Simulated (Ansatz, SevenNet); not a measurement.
# CsCl-type NiAl: properties by level of theory

Reference values: lattice constant a 2.882 Å (measured, extrapolated to 0 K, zero-point anharmonic expansion removed (Haas, Tran, Blaha 2009); as tabulated in Levämäki et al. (2014), arXiv:1402.3671); formation enthalpy -0.640 ± 0.01 eV/atom (measured, 298 K, copied from a table, unchecked, no zero-point or thermal correction; as tabulated in Wang et al. (2021), doi:10.1038/s41598-021-94550-5).

```
level (code)     equilibrium lattice constant a (Å)  elastic constant C11 (GPa)  elastic constant C44 (GPa)  polycrystal shear modulus (GPa)  formation enthalpy (eV/atom)
---------------  ----------------------------------  --------------------------  --------------------------  -------------------------------  ----------------------------
SevenNet-0                                    2.886                         191                        65.8                             35.1                    (withheld)
SevenNet-l3i5                                 2.886                  (withheld)                  (withheld)                             44.7                        -0.679
LDA (Ansatz)                                  2.832                  (withheld)                         134                             84.1                        -0.703
r²SCAN (Ansatz)                          (withheld)                         233                         134                             85.1                        -0.676
```

### Question
What belongs in the gaps?

### Answer

- SevenNet-0, formation enthalpy (eV/atom): -0.670
- SevenNet-l3i5, elastic constant C11 (GPa): 189
- SevenNet-l3i5, elastic constant C44 (GPa): 74.7
- LDA (Ansatz, a first-principles code), elastic constant C11 (GPa): 242
- r²SCAN (Ansatz), equilibrium lattice constant a (Å): 2.863

Differences from the reference values (errors of the level alone only where the reference is corrected to a static lattice):

```json
[
 {"level": "SevenNet-0", "lattice constant a (%)": "+0.14", "formation enthalpy (eV/atom)": "-0.030"},
 {"level": "SevenNet-l3i5", "lattice constant a (%)": "+0.14", "formation enthalpy (eV/atom)": "-0.039"},
 {"level": "LDA", "lattice constant a (%)": "-1.73", "formation enthalpy (eV/atom)": "-0.063"},
 {"level": "r²SCAN", "lattice constant a (%)": "-0.66", "formation enthalpy (eV/atom)": "-0.036"}
]
```

Nearest: lattice constant a, not ranked (one source); formation enthalpy, not ranked (one source).

Machine-learned potentials (SevenNet-0, SevenNet-l3i5) are trained on DFT data: a solid inside that data is no test of them.

Ansatz's density-functional and Hartree–Fock values are scalar-relativistic unless marked +SOC, with PAW data made under PBE.

The crystal itself was run without spin with LDA, r²SCAN; a magnetic state was not tried in these runs.

Differences are worked out from the printed values.

The computed numbers hold no vibrational or temperature effects.
